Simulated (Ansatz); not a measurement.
Worked example: self-consistent single point of InP (F-43m, 2 atoms in the cell) in Ansatz (an electronic-structure program)

Method of the run: LDA (PW92), default PAW files made with PBE (plane waves; Ansatz).

This input was run:

Ansatz 0.2 input:
```yaml
crystal:
  lattice:
    - [0.00000000, 2.92619500, 2.92619500]
    - [2.92619500, 0.00000000, 2.92619500]
    - [2.92619500, 2.92619500, 0.00000000]
  atoms:
    - { symbol: In, position_ang: [0.00000000, 0.00000000, 0.00000000] }
    - { symbol: P, position_ang: [1.46309750, 1.46309750, 1.46309750] }
basis:
  ecutwfc: 30.9 Ry
kpoints:
  mp_grid: { grid: [7, 7, 7] }
hamiltonian:
  xc: lda
  pseudopotentials: { kind: paw }
scf:
  occupations: { method: fermi_dirac, width: 0.0015 Ry }
output:
  forces: true
  eigenvalues: true
  stress: true
```

The program printed (abridged):

```
WARN ansatz: RAYON_NUM_THREADS=1 ignored (pool sized by the plan → 1); use --threads N
Pseudopotentials: kind: paw
Pseudopotential: In, paw, valence charge 13
Pseudopotential: P, paw, valence charge 5
Crystal: 2 atoms, lattice volume = 50.112 Å³
Basis set: ecut = 420.4159175005146 eV, 941 PW (Γ)
Bands: 13, of which v1, the nominal top of the filled ones, is band 9 counted from 1 (8 counted from 0)
Symmetry: 24 space group operations
Space group: F-43m (ITA 216), of the structure as read, at distance tolerance 3.7e-5 Å
k-points: 20 of 343 (time reversal used)
PAW frozen core: In, regenerated for the run's functional, and the local potential with it
PAW frozen core: P, regenerated for the run's functional, and the local potential with it
Initial density: superposition of atomic densities (neutral atoms: chi_scale 0, normalization atom), corrected by the library's trained network
Initial wavefunctions: pseudopotential atomic-orbital guess
Eigensolver: davidson
Functional: x = slater, c = lda
SCF iter   1: F=—  HF=-6183.557714 eV  |F-HF|=—  |Δ(HF+E_count)|=         —  Δρ=8.06e-3  dr2=3.44e-2  ethr=1.77e-3  ⟨swp⟩=6.4  Hψ=1797  notcnv=0
all-band conjugate gradients solve this SCF's bands
preconditioner: auto → none
SCF iter   2: F=—  HF=-6183.545827 eV  |F-HF|=—  |Δ(HF+E_count)|=   1.19e-2  Δρ=2.73e-3  dr2=2.12e-3  ethr=1.91e-4  ⟨swp⟩=3.4  Hψ=599  notcnv=0
SCF iter   3: F=—  HF=-6183.545288 eV  |F-HF|=—  |Δ(HF+E_count)|=   5.39e-4  Δρ=8.41e-4  dr2=3.71e-4  ethr=1.18e-5  ⟨swp⟩=2.1  Hψ=522  notcnv=0
SCF iter   4: F=—  HF=-6183.545195 eV  |F-HF|=—  |Δ(HF+E_count)|=   9.27e-5  Δρ=2.78e-4  dr2=2.33e-5  ethr=2.06e-6  ⟨swp⟩=3.0  Hψ=446  notcnv=0
SCF iter   5: F=—  HF=-6183.545191 eV  |F-HF|=—  |Δ(HF+E_count)|=   4.16e-6  Δρ=2.05e-5  dr2=2.07e-7  ethr=1.29e-7  ⟨swp⟩=2.1  Hψ=340  notcnv=0
SCF iter   6: F=-6183.545191 eV  HF=-6183.545191 eV  |F-HF|=2.21e-9  |Δ(HF+E_count)|=   8.67e-9  Δρ=3.19e-6  dr2=3.89e-9  ethr=5.56e-10  ⟨swp⟩=7.0  Hψ=1379  notcnv=0
SCF 1 converged in 6 iterations: F = -6183.545191 eV  dr2 = 3.89e-9
SCF converged after 6 iterations
Free energy (F): -6183.545191 eV
Harris-Foulkes:  -6183.545191 eV  (|F-HF|=2.21e-9)
Internal energy: -6183.545191 eV  (E = F + TS)
E sigma→0 (E₀):  -6183.545191 eV
Entropy (-TS):   -0.000000 eV (-0.000 meV/atom)
Fermi energy:    7.064596 eV
--- Per-component energies (eV) ---
  E_band       = -56.111733
  E_kinetic    = 314.526637
  E_local      = -1400.159756  (includes V_loc(G=0)·N_el)
  E_nonlocal   = 405.712880
  E_hartree    = 549.229110
  E_xc         = -274.386352
  E_vxc        = -161.613591  (∫ρ·V_xc dr)
  E_paw        = -4556.365442  (= ΣΔE_a)
  E_vpaw       = -313.034222  (= ΣTr[D̂ρ^β])
  E_aug_tail   = 0.000029  (compensation charges beyond the density's cutoff)
  E_ewald      = -1222.504185
  E_core_change = 0.401888  (= ΣΔE_core)
  E_smearing   = -0.000000  (= −TS)
  E_closure    = 0.000000  (closes the sum)
  Σ components = -6183.545191   (vs F -6183.545191, Δ=0.00e0)
--- Forces (eV/Å), atoms counted from 1 ---
  atom   1  In     0.00000000     0.00000000     0.00000000
  atom   2  P     -0.00000000    -0.00000000     0.00000000
  max |Σ_I F_I| component: 9.25e-17 eV/Å
--- Stress (GPa, compression-positive) ---
       -0.919779      -0.000000      -0.000000
        0.000000      -0.919779       0.000000
       -0.000000       0.000000      -0.919779
  P = ⅓ Tr σ = -0.9198 GPa (-9.198 kbar)
  The stress holds the Pulay correction. Without it, at fixed plane waves, as pw.x and ABINIT print it: P = -0.9560 GPa
--- Band table (eV; the first three rows and the last of 20) ---
  k-point 0: bands = ["-7.3869", "-7.3869", "-7.3869", "-7.2295", "-7.2295", "-4.7878", "6.8011", "6.8011", "6.8011", "7.3056", "10.7569", "10.7569", "10.7569"]
  k-point 1: bands = ["-7.4119", "-7.3771", "-7.3771", "-7.2294", "-7.2294", "-4.5521", "4.9096", "6.5576", "6.5576", "8.3754", "10.9939", "11.1098", "11.1098"]
  k-point 2: bands = ["-7.4643", "-7.3586", "-7.3586", "-7.2253", "-7.2253", "-3.9099", "2.7561", "6.1232", "6.1232", "8.3599", "11.5295", "11.5295", "12.3824"]
  k-point 19: bands = ["-7.5396", "-7.3253", "-7.2919", "-7.2510", "-7.2142", "-2.3373", "1.0933", "3.4662", "4.3826", "10.0956", "11.3937", "12.5502", "13.4282"]
```

The run converged in 6 iterations.

The starting cell has typed, rounded lattice constants, without a prior relaxation at this level. Its lattice was rescaled by up to half a per cent. Ansatz's pressure includes its estimate of the finite-basis (Pulay) stress.
